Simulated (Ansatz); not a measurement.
The parent structure is Mo2N (space group R-3m, No. 166; a cell from a computed database, its experimental status unchecked; relaxed with 0.1 eV smearing).

```
CELL_PARAMETERS angstrom
      1.43737     0.82986     4.92448
     -1.43737     0.82986     4.92448
      0.00000    -1.65973     4.92448
ATOMIC_POSITIONS crystal
  Mo 0.24324 0.24324 0.24324
  Mo 0.75676 0.75676 0.75676
  N  0.00000 0.00000 0.00000
```

Cartesian axes are those of the cell as printed.

Level of theory: Ansatz (a first-principles code) PBEsol, no spin-orbit coupling.

Before the change:

The shortest interatomic distance is 2.128 Å.

One thing is altered: tensile biaxial strain of 2.77 % in the plane normal to [001], as in epitaxy on a mismatched substrate; the out-of-plane cell vector and the atoms relax.

How does this affect the energy relative to the base, ratio −ε⊥/ε∥ and shortest interatomic distance?

The energy grows by 26 meV/atom; the ratio −ε⊥/ε∥ is 0.93; the shortest interatomic distance rises by 0.0110 Å to 2.138 Å.

Whether these cells are dynamically stable was not tested. All final runs are without spin polarisation. An odd electron count without spin: Mo2N.
